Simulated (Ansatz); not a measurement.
Results of G0W0@PBEsol (plane waves, hard PAW, contour deformation; Ansatz, a first-principles code) for SnSiO3 (model structure, started from the tetragonal perovskite type, P4mm, No. 99, 5 atoms in the cell).

The same calculation (at the PBEsol cell, 11.264 Å³/atom) with different numerical settings; throughout: k mesh 2×2×2:

```
run  response cutoff (eV)  empty bands  quasiparticle gap on the mesh (eV)  quasiparticle gap at Γ (eV)  rough time
---  --------------------  -----------  ----------------------------------  ---------------------------  ----------
1                     100          235                               1.313                        4.544   20 core-s
2                     150          432                               1.463                        4.695   40 core-s
3                     200          665                               1.547                        4.777  100 core-s
4                     250          929                               1.596                        4.830  5 core-min
5                     300         1221                                   …                            …  9 core-min
```

**Question.** Some entries are withheld; supply them.

**Answer.** 
- 5, quasiparticle gap on the mesh (eV): 1.624
- 5, quasiparticle gap at Γ (eV): 4.863

In the column quasiparticle gap at Γ (eV) the first row differs from the last by -0.319 and the next to last by -0.033.

The last row is no converged limit: other settings stay fixed.

Spin–orbit coupling is not included.

Note: filled d or f shells below the valence bands can shift G0W0 gaps through exchange with them, which wasn't tested here.

A model structure was made by putting elements into a prototype or built by hand; it is no filed structure, need not be a known phase, and can be a saddle point held by its symmetry.
